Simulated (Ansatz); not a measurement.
1T (CdI2-type) MnBr2 was calculated with r²SCAN+rVV10 (plane waves, PAW; Ansatz, a first-principles code).

Run with plane-wave cutoff 500 eV, 12×12×6 k mesh (along the axes of the cell as run), Fermi–Dirac smearing 0.05 eV, spin-polarised start, scalar-relativistic PAW data made under PBE.

Computed at the level's own relaxed cell.

Predict the equilibrium volume per atom, lattice parameter a, c axis length and band gap.


- equilibrium volume per atom = 26.56 Å³/atom
- lattice parameter a = 3.839 Å
- c axis length = 6.243 Å
- band gap = 2.51 eV (on the SCF k mesh)

Note: the magnetic order was assumed, not searched for or taken from measurement.

Spin–orbit coupling is not included.

Computed values are for the static lattice.
